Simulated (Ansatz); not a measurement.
The starting structures come from a database of crystals and need not be the phases stable at ambient conditions.

Crystal: TlBr (Fm-3m, rock salt, not sure to be the ambient phase, 2 atoms a cell, 38.9 Å³ an atom, -2 GPa at this level); planes in its conventional cell.

Level of theory: PBEsol (plane waves, PAW; Ansatz, a first-principles code).

No gap correction and no spin-orbit coupling; mid-gap values are interpolated between computed energies.

```tsv
plane	area of the cell (Å²)	mid-gap κ (1/Å)	largest κ in the gap (1/Å)
(111)	19.9	0.24	0.24
(001)	23.0	…	…
(110)	32.5	…	…
```

### Question
The slowest decay depends on the direction. Supply the withheld values.

### Answer

- (001), mid-gap κ (1/Å): 0.20
- (001), largest κ in the gap (1/Å): 0.20
- (110), mid-gap κ (1/Å): 0.23
- (110), largest κ in the gap (1/Å): 0.23
